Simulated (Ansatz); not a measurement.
Evanescent states of CaO (Fm-3m, rock salt, 8 atoms a cell, 13.7 Å³ an atom) along the normal of (001)

The numbers are results of r2SCAN (plane waves, PAW; Ansatz, a program for electronic structure), not measurements.

The gap is the functional's own, uncorrected, and κ follows it; spin-orbit coupling is left out. Mid-gap values are interpolated between the computed energies.

Energies count from the valence-band top; κ is the least over a 10×10 mesh across the current.

| E (eV) | κ (1/Å) | where |
|---|---|---|
| 0.10 | 0.096 | Γ |
| 0.30 | 0.161 | Γ |
| 0.50 | 0.202 | Γ |
| 0.70 | 0.232 | Γ |
| 0.90 | 0.255 | Γ |
| 1.10 | 0.273 | Γ |
| 1.30 | 0.288 | Γ |
| 1.50 | 0.301 | Γ |
| 1.70 | 0.311 | Γ |
| 1.90 | 0.318 | Γ |
| 2.10 | 0.325 | Γ |
| 2.30 | 0.329 | Γ |
| 2.50 | 0.332 | Γ |
| 2.70 | 0.333 | Γ |
| 2.90 | 0.334 | Γ |
| 3.10 | 0.327 | off Γ |
| 3.30 | 0.300 | off Γ |
| 3.50 | 0.269 | off Γ |
| 3.70 | 0.230 | off Γ |
| 3.90 | 0.180 | off Γ |
| 4.10 | 0.104 | off Γ |

**Question.** How thick must the barrier be to attenuate the transmission by 10^4 when the electrodes' Fermi level lies at 2.30 eV, and what attenuation does that film give at 2.90 eV?

**Answer.** d = 4 ln 10 / (2 × 0.329) = 14.0 Å. At 2.90 eV it gives 4 × 0.334/0.329 = 4.1 decades.
